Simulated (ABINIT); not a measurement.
## Input and output of a self-consistent single point for MnZn3 (Pm-3m, 4 atoms in the cell) (ABINIT)

Method of the run: PBEsol, PAW (JTH v2.0 PBE PAW, files made for PBE) (plane waves; ABINIT).

Input:

```
# MnZn3, JTH v2.0 PBE PAW
pp_dirpath "./"
pseudos "Mn.GGA_PBE-JTH.xml, Zn.GGA_PBE-JTH.xml"
acell 3.7262270000 3.7262270000 3.7262270000 Angstrom
rprim
         1.0000000000    0.0000000000    0.0000000000
         0.0000000000    1.0000000000    0.0000000000
         0.0000000000    0.0000000000    1.0000000000
natom 4
ntypat 2
znucl 25 30
typat 1 2 2 2
xcart
         0.0000000000    0.0000000000    0.0000000000
         0.0000000000    3.5207742541    3.5207742541
         3.5207742541    0.0000000000    3.5207742541
         3.5207742541    3.5207742541    0.0000000000
ecut 30
pawecutdg 60
pawxcdev 0
ixc -116133
nsppol 2
spinat
      0 0 4
      0 0 0
      0 0 0
      0 0 0
occopt 3
tsmear 0.1 eV
nband 36
kptopt 1
ngkpt 6 6 6
nshiftk 1
shiftk 0 0 0
nstep 80
tolvrs 1.0e-11
prtwf 0
prtden 0
prtvol 1
```

Output, abridged:

```
 Symmetries : space group Pm -3 m (#221); Bravais cP (primitive cubic)

 -outvars: echo values of preprocessed input variables --------
            acell      7.0415485390E+00  7.0415485390E+00  7.0415485390E+00 Bohr
             ecut      3.00000000E+01 Hartree
              ixc     -116133
         kptrlatt        6    0    0      0    6    0      0    0    6
          kptrlen      4.22492912E+01
            natom           4
            nband          36
            ngfft          36      36      36
          ngfftdg          50      50      50
             nkpt          20
           nspden           2
           nsppol           2
            nstep          80
             nsym          48
           ntypat           2
           occopt           3
        pawecutdg      6.00000000E+01 Hartree
         pawxcdev           0
          spgroup         221
           spinat      0.0000000000E+00  0.0000000000E+00  4.0000000000E+00
                       0.0000000000E+00  0.0000000000E+00  0.0000000000E+00
                       0.0000000000E+00  0.0000000000E+00  0.0000000000E+00
                       0.0000000000E+00  0.0000000000E+00  0.0000000000E+00
           tolvrs      1.00000000E-11
           tsmear      3.67493254E-03 Hartree
            typat      1  2  2  2
           useylm           1
             xred      0.0000000000E+00  0.0000000000E+00  0.0000000000E+00
                       0.0000000000E+00  5.0000000000E-01  5.0000000000E-01
                       5.0000000000E-01  0.0000000000E+00  5.0000000000E-01
                       5.0000000000E-01  5.0000000000E-01  0.0000000000E+00
            znucl       25.00000   30.00000

== DATASET  1 ==================================================================

 Real(R)+Recip(G) space primitive vectors, cartesian coordinates (Bohr,Bohr^-1):
 R(1)=  7.0415485  0.0000000  0.0000000  G(1)=  0.1420142  0.0000000  0.0000000
 R(2)=  0.0000000  7.0415485  0.0000000  G(2)=  0.0000000  0.1420142  0.0000000
 R(3)=  0.0000000  0.0000000  7.0415485  G(3)=  0.0000000  0.0000000  0.1420142
 Unit cell volume ucvol=  3.4914396E+02 bohr^3
 Angles (23,13,12)=  9.00000000E+01  9.00000000E+01  9.00000000E+01 degrees

 Coarse grid specifications (used for wave-functions):

 getcut: wavevector=  0.0000  0.0000  0.0000  ngfft=  36  36  36
         ecut(hartree)=     30.000   => boxcut(ratio)=   2.07352

 Fine grid specifications (used for densities):

 getcut: wavevector=  0.0000  0.0000  0.0000  ngfft=  50  50  50
         ecut(hartree)=     60.000   => boxcut(ratio)=   2.03639

   2.78349424E+03                                ecore*ucvol(ha*bohr**3)

_setup2: Arith. and geom. avg. npw (full set) are    2738.894    2738.875

--- !BeginCycle
solver: {iscf: 17, nstep: 80, nline: 4, wfoptalg: 10, }
tolerances: {tolvrs: 1.00E-11, }
...

     iter   Etot(hartree)     deltaE(h) residm    nres2    magn
 ETOT  1  -284.43831729559    -2.84E+02 4.51E+01 8.05E+02 3.934
 ETOT  2  -304.37328894065    -1.99E+01 5.84E+00 4.15E+03 0.794
 ETOT  3  -297.35007950064     7.02E+00 5.18E+00 3.72E+02 0.115
 ETOT  4  -297.76380423277    -4.14E-01 1.06E+00 1.02E+02 1.143
 ETOT  5  -297.66097323054     1.03E-01 1.12E+00 5.69E+01 1.342
 ETOT  6  -297.66181439000    -8.41E-04 4.95E-01 7.16E+00 1.729
   [... 19 lines left out ...]
 ETOT 26  -297.65482384011    -6.25E-13 4.11E-04 1.60E-10 2.324
 ETOT 27  -297.65482384011    -5.68E-13 1.01E-04 3.50E-11 2.324
 ETOT 28  -297.65482384011    -1.71E-13 3.44E-04 2.87E-11 2.324
 ETOT 29  -297.65482384011     5.12E-13 8.34E-05 1.36E-11 2.324
 ETOT 30  -297.65482384010     2.33E-12 2.93E-04 1.16E-12 2.324

 At SCF step   30       nres2   =  1.16E-12 < tolvrs=  1.00E-11 =>converged.

 Cartesian components of stress tensor (hartree/bohr^3)
  sigma(1 1)= -3.44931870E-06  sigma(3 2)=  0.00000000E+00
  sigma(2 2)= -3.44931870E-06  sigma(3 1)=  0.00000000E+00
  sigma(3 3)= -3.44931870E-06  sigma(2 1)=  0.00000000E+00

 Integrated electronic and magnetization densities in atomic spheres:
 Radius=ratsph(iatom), smearing ratsm=  0.0000. Diff(up-dn)=approximate z local magnetic moment.
 Atom    Radius    up_density   dn_density  Total(up+dn)  Diff(up-dn)
    1   2.11192     7.835578     5.354832     13.190410     2.480747
    2   2.30770     5.421287     5.483779     10.905066    -0.062492
    3   2.30770     5.421287     5.483779     10.905066    -0.062492
    4   2.30770     5.421287     5.483779     10.905066    -0.062492
  Sum:             24.099439    21.806169     45.905608     2.293270
 Total magnetization (from the atomic spheres):             2.293270
 Total magnetization (exact up - dn):                       2.323559

 ----iterations are completed or convergence reached----

 reduced coordinates (array xred) for    4 atoms
       0.000000000000      0.000000000000      0.000000000000
       0.000000000000      0.500000000000      0.500000000000
       0.500000000000      0.000000000000      0.500000000000
       0.500000000000      0.500000000000      0.000000000000
 cartesian forces (eV/Angstrom) at end:
    1     -0.00000000000000    -0.00000000000000    -0.00000000000000
    2     -0.00000000000000    -0.00000000000000    -0.00000000000000
    3     -0.00000000000000    -0.00000000000000    -0.00000000000000
    4     -0.00000000000000    -0.00000000000000    -0.00000000000000
 frms,max,avg= 0.0000000E+00 0.0000000E+00   0.000E+00  0.000E+00  0.000E+00 e/A
 length scales=  7.041548538964  7.041548538964  7.041548538964 bohr
              =  3.726227000000  3.726227000000  3.726227000000 angstroms
 Fermi (or HOMO) energy (hartree) =   0.41523   Average Vxc (hartree)=  -0.42814
 Magnetization (Bohr magneton)=  2.32355291E+00
 Total spin up =  2.66617765E+01   Total spin down =  2.43382235E+01
 Eigenvalues (hartree) for nkpt=  20  k points, SPIN UP:
 kpt#   1, nband= 36, wtk=  0.00463, kpt=  0.0000  0.0000  0.0000 (reduced coord)
  -2.51799   -1.37446   -1.37446   -1.37446    0.02702    0.10783    0.11925    0.11925
   0.11925    0.12183    0.12183    0.15320    0.15320    0.15320    0.16502    0.16502
   0.17581    0.17809    0.17809    0.17809    0.33389    0.33389    0.37555    0.37555
   0.37555    0.40691    0.40691    0.40691    0.58199    0.58199    0.60146    0.77501
   0.77501    0.77501    0.83396    0.83396
      occupation numbers for kpt#   1
   1.00000    1.00000    1.00000    1.00000    1.00000    1.00000    1.00000    1.00000
   1.00000    1.00000    1.00000    1.00000    1.00000    1.00000    1.00000    1.00000
   1.00000    1.00000    1.00000    1.00000    1.00000    1.00000    0.99998    0.99998
   0.99998    0.90575    0.90575    0.90575    0.00000    0.00000    0.00000    0.00000
   0.00000    0.00000    0.00000    0.00000
 prteigrs : prtvol=0 or 1, do not print more k-points.

 Eigenvalues (hartree) for nkpt=  20  k points, SPIN DOWN:
 kpt#   1, nband= 36, wtk=  0.00463, kpt=  0.0000  0.0000  0.0000 (reduced coord)
  -2.41808   -1.27659   -1.27659   -1.27659    0.02679    0.10819    0.11884    0.11884
   0.11884    0.12217    0.12217    0.15385    0.15385    0.15385    0.16488    0.16488
   0.17504    0.17750    0.17750    0.17750    0.39329    0.39329    0.40666    0.40666
   0.40666    0.45196    0.45196    0.45196    0.61497    0.61668    0.61668    0.77013
   0.77013    0.77013    0.84510    0.84510
      occupation numbers for kpt#   1
   1.00000    1.00000    1.00000    1.00000    1.00000    1.00000    1.00000    1.00000
   1.00000    1.00000    1.00000    1.00000    1.00000    1.00000    1.00000    1.00000
   1.00000    1.00000    1.00000    1.00000    0.99745    0.99745    0.91151    0.91151
   0.91151    0.00005    0.00005    0.00005    0.00000    0.00000    0.00000    0.00000
   0.00000    0.00000    0.00000    0.00000
 prteigrs : prtvol=0 or 1, do not print more k-points.

--- !EnergyTerms
comment             : Components of total free energy in Hartree
kinetic             :  3.25485308605462E+01
hartree             :  5.92299117584106E+01
xc                  : -9.17309396003055E+00
Ewald energy        : -2.12774667728267E+02
psp_core            :  7.97233967564453E+00
local_psp           : -2.15412502946213E+02
spherical_terms     :  3.99573634232048E+01
internal            : -2.97652118916705E+02
'-kT*entropy'       : -2.70488528964501E-03
total_energy        : -2.97654823801994E+02
total_energy_eV     : -8.09959966825673E+03
...

-Cartesian components of stress tensor (GPa)         [Pressure=  1.0148E-01 GPa]
- sigma(1 1)= -1.01482443E-01  sigma(3 2)=  0.00000000E+00
- sigma(2 2)= -1.01482443E-01  sigma(3 1)=  0.00000000E+00
- sigma(3 3)= -1.01482443E-01  sigma(2 1)=  0.00000000E+00

 Calculation completed.
```

The run converged in 30 iterations.

The starting cell comes from a database of computed structures (which also holds hypothetical and non-ambient phases and stackings), without a prior relaxation at this level. Its lattice was rescaled by a random factor within 2.5 % of one. With one magnetic atom in the cell only a parallel order is possible. The potentials were made for another functional than the one used.

Cost on one core of a shared machine: roughly 9 min.
